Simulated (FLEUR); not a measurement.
Worked example: self-consistent single point of TaNbAl6 (P4/mmm, 8 atoms in the cell) in FLEUR.

Method: PBEsol, all-electron FLAPW (FLEUR), scalar-relativistic valence in FLEUR.

The change in words: lattice scaled by 0.98. Reference geometry:
```
CELL_PARAMETERS angstrom
      3.91003     0.00000     0.00000
      0.00000     3.91003     0.00000
      0.00000     0.00000     8.70543
ATOMIC_POSITIONS crystal
  Ta 0.50000 0.50000 0.50000
  Al 0.50000 0.50000 0.00000
  Al 0.00000 0.00000 0.50000
  Al 0.00000 0.50000 0.25110
  Al 0.00000 0.50000 0.74890
  Al 0.50000 0.00000 0.25110
  Al 0.50000 0.00000 0.74890
  Nb 0.00000 0.00000 0.00000
```

Reference input (self-consistent single point, DFT, PBEsol, all-electron FLAPW (FLEUR), scalar-relativistic valence): Kmax = 4.3 1/bohr; GmaxXC = 17.2 1/bohr; xcFunctional = PBEs; jspins = 1; l_soc = F; mode = hist; fermiSmearingEnergy = 0.00183747 Htr; mesh (inpgen div1-3) = 7 7 3; inpgen gamma flag = false; Gmax = 17.2 1/bohr; numbands = 0; maxIterBroyd = 99. This run's input differs from it in these lines:

```diff
@@ -5,4 +5,4 @@
 0.0000000000 1.0000000000 0.0000000000
-0.0000000000 0.0000000000 2.2264345219
-7.3888877288
+0.0000000000 0.0000000000 2.2264346278
+7.2411092561
 1.0 1.0 1.0
@@ -50,5 +50,5 @@
          <bravaisMatrix>
-            <row-1>    7.3888877288000003     0.0000000000000000     0.0000000000000000</row-1>
-            <row-2>    0.0000000000000000     7.3888877288000003     0.0000000000000000</row-2>
-            <row-3>    0.0000000000000000     0.0000000000000000    16.4508747178436039</row-3>
+            <row-1>    7.2411092560999997     0.0000000000000000     0.0000000000000000</row-1>
+            <row-2>    0.0000000000000000     7.2411092560999997     0.0000000000000000</row-2>
+            <row-3>    0.0000000000000000     0.0000000000000000    16.1218563914641351</row-3>
          </bravaisMatrix>
```

Output (repeated stretches shortened):

```
 Iteration:     1   Distance:       8.59389624 me/bohr^3
 Iteration:     2   Distance:       7.25999087 me/bohr^3
 Iteration:     3   Distance:       5.07172899 me/bohr^3
 Iteration:     4   Distance:       3.46638214 me/bohr^3
 Iteration:     5   Distance:       2.58835647 me/bohr^3
   [... 12 lines left out ...]
 Iteration:    18   Distance:       0.00004577 me/bohr^3
 Iteration:    19   Distance:       0.00003666 me/bohr^3
 Iteration:    20   Distance:       0.00001105 me/bohr^3
 Iteration:    21   Distance:       0.00000075 me/bohr^3
 Reset of history
 Run finished successfully
 Stop message:
   Structural relaxation: new displacements generated

[file out, last iteration]
             iter=     22
[...]
          total density-effective poten   -3.5531502340E+04
          total charge density-energy d   -5.3902530834E+02
 Updated energy parameters for spin:           1
[...]
 fermi energy and band-weighting factors:

[...]
FERMIE:
          first approx. to ef    (T=0)  :   0.383382 htr   (energy of the highest occ. eigenvalue)
          number of occ. states  (T=0)  :        579
          first approx. to seigv (T=0)  : -14.887558 htr
          sum of weights of occ. states :  29.000000
          sum of semicore charge        :   0.000000 e
FERHIS:  Fermi-Energy by histogram:
          bandgap                     :   0.000008 htr
   [... lines left out ...]
          charge neutrality (T=0)     :   0.000000    (zero if the highest occ. eigenvalue is "entirely" occupied)
     EF_NEWTON:  Adjust Fermi-Energy by Newton-Method.
 Direct bandgap for spin            1 :    4.8921282472060845E-003  Htr
 ---->    free energy=                    -20894.0471615603 htr
   [... lines left out ...]
 TOTAL FORCE FOR ATOM TYPE=  3  X=  0.000   Y=  0.000   Z=  8.061
                       FX_TOT= 0.000000 FY_TOT= 0.000000 FZ_TOT= 0.000000
 TOTAL FORCE FOR ATOM TYPE=  4  X=  0.000   Y=  3.621   Z=  4.048
                       FX_TOT= 0.000000 FY_TOT= 0.000000 FZ_TOT=-0.000660
 TOTAL FORCE FOR ATOM TYPE=  5  X=  0.000   Y=  0.000   Z=  0.000
                       FX_TOT= 0.000000 FY_TOT= 0.000000 FZ_TOT= 0.000000
```

The run converged in 21 iterations. FLEUR gives forces in its relaxation mode, with a further iteration, so its stop message speaks of a relaxation. Against the reference run the free energy falls by 24.8 meV/atom and the largest force goes from 0.011 to 0.034 eV/Å.

The starting cell comes from a database of computed structures (which also holds hypothetical and non-ambient phases and stackings), without a prior relaxation at this level. Its lattice was rescaled by a random factor within 2.5 % of one. For this run, on top of that: lattice scaled by 0.98. Spin-orbit coupling is off. Spin polarisation is off. Values depend on the basis (sphere radii, cutoffs, local orbitals), which need not be converged. The log's line on a gap gives a spacing of levels on this mesh, which the program prints for metals too.

Cost on one core of a shared machine: roughly 6 min.
